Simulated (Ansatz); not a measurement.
The parent structure is Ru in the hcp (Mg type) structure (space group P6_3/mmc, No. 194; relaxed with 0.1 eV smearing).

```
CELL_PARAMETERS angstrom
      2.67558     0.00000     0.00000
     -1.33779     2.31712     0.00000
      0.00000     0.00000     4.22371
ATOMIC_POSITIONS crystal
  Ru 0.66667 0.33333 0.75000
  Ru 0.33333 0.66667 0.25000
```

Computed with DFT with LDA, PAW potentials and a 420 eV plane-wave cutoff in Ansatz (an electronic-structure program), without spin-orbit coupling.

Before the change:

| Property | Result |
|---|---|
| Pressure | 0.0 GPa |
| Band gap | zero |

Perturbation: an isotropic linear strain of +1.50 %; the atoms relax in the strained cell.

Q: Estimate the effect on the pressure.

A: The pressure (mean of the normal stresses, compression positive) goes from zero to -14.7 GPa.

Q: Estimate the effect on the energy relative to the base.

A: The energy rises by 29 meV/atom.

Q: What happens to the band gap?

A: The band gap remains zero.

No phonon test of stability was made. The final runs are not spin-polarised.
